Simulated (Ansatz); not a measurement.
## Variants of one calculation on Na4HgP2 (P1, 7 atoms in the cell)

```
CELL_PARAMETERS angstrom
      2.48442     1.43438     8.50798
     -2.48442     1.43438     8.50798
      0.00000    -2.86876     8.50798
ATOMIC_POSITIONS crystal
  Na 0.80314 0.77471 0.80128
  Na 0.20336 0.21436 0.21579
  Na 0.55964 0.61789 0.60541
  Na 0.41074 0.38374 0.40353
  Hg 0.01896 0.98589 0.99528
  P  0.07695 0.10971 0.09426
  P  0.92720 0.91371 0.88445
```

Base run A: LDA (PW92), default PAW files made with PBE in Ansatz (an electronic-structure program), self-consistent single point.

Its settings: basis.ecutwfc = 420 eV; kpoints.mp_grid.grid = 5 5 5; hamiltonian.xc = lda; hamiltonian.pseudopotentials = {kind: paw} (the program's default PAW files); scf.occupations.method = cold; scf.occupations.width = 0.1 eV.

The starting cell comes from a database of computed structures (which also holds hypothetical and non-ambient phases and stackings), without a prior relaxation at this level. Its atoms were displaced at random from the sites of space group no. 166. Spin-orbit coupling is off. Ansatz's pressure includes its estimate of the finite-basis (Pulay) stress.

ΔF is the free energy per atom less that of run A. A dash stands where there is no value to compare (another energy zero or no entropy term, no result, no spin, no clean gap, or a mesh too coarse for one). 

```csv
run,change,ΔF (meV/atom),pressure (GPa),largest force (eV/Å),gap on the mesh (eV),k-points
A,base,0.00,-1.00,0.679,0.798,63
B,kpoints.mp_grid.grid: 5 5 5 → 2 2 2,75.1,-0.78,0.695,0.715,8
C,hamiltonian.pseudopotentials: {kind: paw} (the program's default PAW files) → {kind: paw_fr}; magnetization.noncollinear: default → true; magnetization.spin_orbit: default → false,–,-1.00,0.679,0.798,63
D,scf.self_checks: default → high,0.00,-1.00,0.679,0.798,63
E,scf.mixing.algorithm: default (the program chose MSR1) → anderson; scf.mixing.beta: default → 0.1,0.00,-1.00,0.679,0.798,63
F,scf.mixing.algorithm: default (the program chose MSR1) → msr1,0.00,-1.00,0.679,0.798,63
```

Run B against A: The free energy rises by 75.1 meV/atom, the pressure goes from -1.00 to -0.78 GPa, the largest force goes from 0.679 to 0.695 eV/Å and the gap on the mesh goes from 0.798 to 0.715 eV.

Run E against A: The free energy hardly moves (within 1 meV/atom), the pressure stays at -1.00 GPa, the largest force stays at 0.679 eV/Å and the gap on the mesh stays at 0.798 eV.

Keys are those of Ansatz 0.2.
